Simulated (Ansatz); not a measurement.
Defect migration in wurtzite AlN: interstitial Na, charge state +1. Computed with PBE, PAW (plane waves to 420 eV; Ansatz, a quantum-chemistry and plane-wave program).

72-site cell at the relaxed PBE lattice, the Γ point alone, smearing 0.01 eV, spin-restricted, no finite-size correction. Static, classical nuclei. The charge state is imposed; whether it is stable for some Fermi level was not computed. Sites that were not tried may lie lower. The order of the sites in energy changes with the mesh.

Barriers: single points on a 2×2×2 k-point mesh shifted by half a step along c at the bands' geometries.

Relaxed starting cell (atoms counted from 1):

```xyz
73
Lattice="9.3908 0.0000 0.0000 -4.6954 8.1326 0.0000 0.0000 0.0000 10.0363" Properties=species:S:1:pos:R:3 pbc="T T T"
Al     1.6239     0.9388     2.5612
Al     1.5706     0.9075     7.5071
Al    -0.0001     3.6273     2.5083
Al     0.0005     3.6405     7.4594
Al    -1.5553     6.3203     2.5079
Al    -1.5437     6.3138     7.4595
Al     4.6953     0.9047     2.4971
Al     4.6953     0.9039     7.5137
Al     3.1304     3.6155     2.4976
Al     3.1297     3.6156     7.5136
Al     1.5546     6.3204     2.5081
Al     1.5429     6.3138     7.4595
Al     7.7666     0.9379     2.5620
Al     7.8199     0.9084     7.5063
Al     6.2603     3.6151     2.4975
Al     6.2606     3.6160     7.5133
Al     4.6949     6.2589     2.5618
Al     4.6950     6.3197     7.5068
Al     0.0003     1.8155     5.0211
Al     0.0002     1.9718     9.9038
Al    -1.5708     4.5160     4.9916
Al    -1.5670     4.5179    10.0232
Al    -3.1246     7.2265     5.0211
Al    -2.9888     7.1478     9.9036
Al     3.1415     1.8145     5.0210
Al     3.1324     1.8095    10.0251
Al     1.5707     4.5159     4.9918
Al     1.5668     4.5184    10.0233
Al    -0.0003     7.2366     4.9914
Al    -0.0004     7.2320    10.0235
Al     6.2491     1.8149     5.0211
Al     6.2585     1.8098    10.0245
Al     4.6952     4.5058     5.0207
Al     4.6953     4.5168    10.0254
Al     3.1237     7.2267     5.0218
Al     2.9880     7.1486     9.9028
N      1.5689     0.9068     4.4487
N      1.5542     0.8984     9.4388
N     -0.0001     3.6150     4.4202
N      0.0000     3.6951     9.3758
N     -1.5660     6.3269     4.4200
N     -1.4963     6.2866     9.3756
N      4.6953     0.9085     4.4123
N      4.6954     0.8993     9.4370
N      3.1335     3.6133     4.4125
N      3.1259     3.6181     9.4371
N      1.5655     6.3268     4.4204
N      1.4957     6.2866     9.3757
N      7.8218     0.9069     4.4495
N      7.8366     0.8988     9.4379
N      6.2572     3.6134     4.4124
N      6.2647     3.6183     9.4368
N      4.6948     6.3221     4.4492
N      4.6953     6.3391     9.4381
N     -0.0003     1.8386     1.9036
N      0.0002     1.8134     6.9433
N     -1.5635     4.5202     1.9010
N     -1.5737     4.5142     6.8998
N     -3.1045     7.2151     1.9028
N     -3.1260     7.2272     6.9435
N      3.1421     1.8150     1.9069
N      3.1336     1.8099     6.9345
N      1.5634     4.5199     1.9013
N      1.5737     4.5142     6.8996
N     -0.0003     7.2280     1.9012
N     -0.0003     7.2399     6.8996
N      6.2488     1.8148     1.9066
N      6.2569     1.8101     6.9344
N      4.6955     4.5056     1.9073
N      4.6953     4.5154     6.9339
N      3.1037     7.2144     1.9028
N      3.1252     7.2274     6.9442
Na    -0.0003     0.0009     0.8827
```
Cell charge +1.

End state 1 differs by these moves (Å; atoms that move under 0.08 Å are left out):

| atom | element | Δx | Δy | Δz |
|---|---|---|---|---|
| 2 | Al | 0.14 | 0.08 | -0.11 |
| 14 | Al | -0.14 | 0.08 | -0.11 |
| 18 | Al | 0.00 | -0.16 | -0.11 |
| 20 | Al | 0.00 | -0.10 | 0.18 |
| 24 | Al | -0.08 | 0.05 | 0.18 |
| 36 | Al | 0.08 | 0.05 | 0.19 |
| 40 | N | 0.00 | -0.07 | 0.06 |
| 42 | N | -0.06 | 0.03 | 0.06 |
| 48 | N | 0.06 | 0.03 | 0.06 |
| 62 | N | 0.07 | 0.04 | -0.07 |
| 68 | N | -0.07 | 0.04 | -0.07 |
| 70 | N | 0.00 | -0.08 | -0.07 |
| 73 | Na | 0.00 | 0.00 | -2.51 |

Q: What is the computed forward and backward barriers to end state 1 (PBE, PAW)?

A: forward 2.80 eV, backward 2.80 eV; at the saddle point atom 73 has neighbours 3 Al at 2.12; 3 N at 1.95 Å. The saddle point's order was not checked, and it lies on a symmetry element of the cell, where a band can be held.
